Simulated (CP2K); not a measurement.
**CP2K run on CaO (Fm-3m, 2 atoms in the cell): self-consistent single point**

Method: CP2K with PBE, GPW, DZVP-MOLOPT-SR-GTH basis, GTH-PBE potentials (GTH_POTENTIALS).

The input file:

```
&GLOBAL
  PROJECT cao
  RUN_TYPE ENERGY_FORCE
  PRINT_LEVEL MEDIUM
&END GLOBAL
&FORCE_EVAL
  METHOD Quickstep
  STRESS_TENSOR ANALYTICAL
  &DFT
    BASIS_SET_FILE_NAME BASIS_MOLOPT
    POTENTIAL_FILE_NAME GTH_POTENTIALS
    &QS
      METHOD GPW
      EPS_DEFAULT 1E-10
    &END QS
    &MGRID
      CUTOFF 500
      REL_CUTOFF 50
      NGRIDS 5
    &END MGRID
    &SCF
      SCF_GUESS ATOMIC
      EPS_SCF 1E-6
      MAX_SCF 100
      ADDED_MOS 4
      &DIAGONALIZATION
        ALGORITHM STANDARD
      &END DIAGONALIZATION
      &MIXING
        METHOD BROYDEN_MIXING
        ALPHA 0.2
        NBUFFER 12
        BETA 1.5
      &END MIXING
      &SMEAR ON
        METHOD FERMI_DIRAC
        ELECTRONIC_TEMPERATURE [K] 232.09
      &END SMEAR
    &END SCF
    &KPOINTS
      SCHEME MONKHORST-PACK 4 4 4
      GAMMA_CENTERED T
    &END KPOINTS
    &XC
      &XC_FUNCTIONAL PBE
      &END XC_FUNCTIONAL
    &END XC
    &PRINT
      &MO
        EIGENVALUES T
        OCCUPATION_NUMBERS T
        NDIGITS 8
        FILENAME mo
        &EACH
          QS_SCF 0
        &END EACH
        ADD_LAST NUMERIC
      &END MO
      &MULLIKEN ON
      &END MULLIKEN
    &END PRINT
  &END DFT
  &SUBSYS
    &CELL
      A 3.41138700 0.00000000 0.00000000
      B 1.70569400 2.95434800 0.00000000
      C 1.70569400 0.98478300 2.78538600
      PERIODIC XYZ
    &END CELL
    &COORD
      Ca       0.00000000     0.00000000     0.00000000
      O        3.41138750     1.96956550     1.39269300
    &END COORD
    &KIND Ca
      BASIS_SET DZVP-MOLOPT-SR-GTH
      POTENTIAL GTH-PBE-q10
    &END KIND
    &KIND O
      BASIS_SET DZVP-MOLOPT-SR-GTH
      POTENTIAL GTH-PBE-q6
    &END KIND
  &END SUBSYS
  &PRINT
    &FORCES ON
    &END FORCES
    &STRESS_TENSOR ON
    &END STRESS_TENSOR
  &END PRINT
&END FORCE_EVAL
```

Output (repeated stretches shortened):

```
 GLOBAL| Method name                                                        CP2K
 GLOBAL| Project name                                                        cao
 GLOBAL| Run type                                                   ENERGY_FORCE

 CELL| Volume [angstrom^3]:                                            28.072302
 CELL| Vector a [angstrom]:       3.411     0.000     0.000   |a| =     3.411387
 CELL| Vector b [angstrom]:       1.706     2.954     0.000   |b| =     3.411387
 CELL| Vector c [angstrom]:       1.706     0.985     2.785   |c| =     3.411388
 CELL| Angle (b,c), alpha [degree]:                                    59.999992
 CELL| Angle (a,c), beta  [degree]:                                    59.999995
 CELL| Angle (a,b), gamma [degree]:                                    59.999994
 CELL| Numerically orthorhombic:                                              NO
 CELL| Periodicity                                                           XYZ

 DFT| Spin restricted Kohn-Sham (RKS) calculation                            RKS
 DFT| Multiplicity                                                             1
 DFT| Number of spin states                                                    1
 DFT| Charge                                                                   0
 DFT| XC density smoothing                                                  NONE
 DFT| XC derivatives                                                          PW

 QS| Method:                                                                 GPW
 QS| Density plane wave grid type                        NON-SPHERICAL FULLSPACE
 QS| Number of grid levels:                                                    5
 QS| Density cutoff [a.u.]:                                                250.0
 QS| Multi grid cutoff [a.u.]: 1) grid level                               250.0
   [... lines left out ...]
 BRILLOUIN| Wavefunction type                                            COMPLEX
 BRILLOUIN| List of Kpoints [2 Pi/Bohr]                                       36
 BRILLOUIN| Number           Weight            X              Y              Z
 BRILLOUIN|     1           0.03125       -0.25000       -0.25000       -0.25000
 BRILLOUIN|     2           0.03125       -0.25000       -0.25000        0.00000
 BRILLOUIN|     3           0.03125       -0.25000       -0.25000        0.25000
   [... 33 lines left out ...]
 *******************************************************************************

 Extrapolation method: initial_guess

 Re-scaling the density matrix to get the right number of electrons
                  # Electrons              Trace(P)               Scaling factor
                           16                16.000                        1.000

 Number of electrons:                                                         16
 Number of occupied orbitals:                                                  8
 Number of molecular orbitals:                                                12

 Number of orbital functions:                                                 27
 Number of independent orbital functions:                                     27
 SCF WAVEFUNCTION OPTIMIZATION

  Step     Update method      Time    Convergence         Total energy    Change
     1 NoMix/Diag. 0.20E+00      -     2.05461517       -53.1719977179 -5.32E+01
     2 Broy./Diag. 0.20E+00      -     0.10472749       -50.9865997757  2.19E+00
     3 Broy./Diag. 0.20E+00      -     0.23820142       -52.0486140826 -1.06E+00
     4 Broy./Diag. 0.20E+00      -     0.06431928       -52.9302522163 -8.82E-01
     5 Broy./Diag. 0.20E+00      -     0.06319043       -52.6226550899  3.08E-01
     6 Broy./Diag. 0.20E+00      -     0.00589551       -52.9082249759 -2.86E-01
     7 Broy./Diag. 0.20E+00      -     0.00982909       -52.9046426290  3.58E-03
   [... 2 lines left out ...]
    10 Broy./Diag. 0.20E+00      -     0.00005335       -52.8995844296  1.69E-03
    11 Broy./Diag. 0.20E+00      -     0.00016268       -52.8996161195 -3.17E-05
    12 Broy./Diag. 0.20E+00      -     0.00000744       -52.8992457153  3.70E-04
    13 Broy./Diag. 0.20E+00      -     0.00002061       -52.8993422796 -9.66E-05
    14 Broy./Diag. 0.20E+00      -     0.00000029       -52.8992929609  4.93E-05
  *** SCF run converged in    14 steps ***

  Electronic density on regular grids:        -15.9999999987        0.0000000013
  Core density on regular grids:               15.9999999994       -0.0000000006
  Total charge density on r-space grids:        0.0000000007
  Total charge density g-space grids:           0.0000000007

  Overlap energy of the core charge distribution:               0.00000000000000
  Self energy of the core charge distribution:               -113.85820496973687
  Core Hamiltonian energy:                                     28.92335961680941
  Hartree energy:                                              40.81151720397951
  Exchange-correlation energy:                                 -8.77596481196081
  Electronic entropic energy:                                  -0.00000000000000
  Fermi energy:                                                 0.29474605878197

  Total energy:                                               -52.89929296090875
  Total energy (extrapolated to T->0):                        -52.89929296090875

                     Mulliken Population Analysis

 #  Atom  Element  Kind  Atomic population                           Net charge
       1     Ca       1          9.078313                              0.921687
       2     O        2          6.921687                             -0.921687
 # Total charge                             16.000000                  0.000000

 ENERGY| Total FORCE_EVAL ( QS ) energy [hartree]            -52.899287233005168

 FORCES| Atomic forces [hartree/bohr]
 FORCES|   Atom     x               y               z               |f|
 FORCES|      1 -1.68353674E-15  8.02993493E-15  1.15508376E-14   1.41681333E-14
 FORCES|      2  2.15517389E-14  7.66593516E-15 -1.19128613E-14   2.57907013E-14
 FORCES| Sum     1.98682022E-14  1.56958701E-14 -3.62023658E-16
 FORCES| Total atomic force                                       2.53226550E-14

 STRESS| Analytical stress tensor [bar]
 STRESS|                        x                   y                   z
 STRESS|      x        1.98702774230E+04   7.33563937794E+01   5.18710452458E+01
 STRESS|      y        7.33563937794E+01   1.97863433495E+04   2.94733612916E+01
 STRESS|      z        5.18710452458E+01   2.94733612916E+01   1.97648416018E+04
 STRESS| 1/3 Trace                                             1.98071541248E+04
```

The run converged in 14 iterations.

The starting cell has typed, rounded lattice constants, without a prior relaxation at this level. Its lattice was rescaled by up to half a per cent. Values carry the incompleteness of an atom-centred basis.
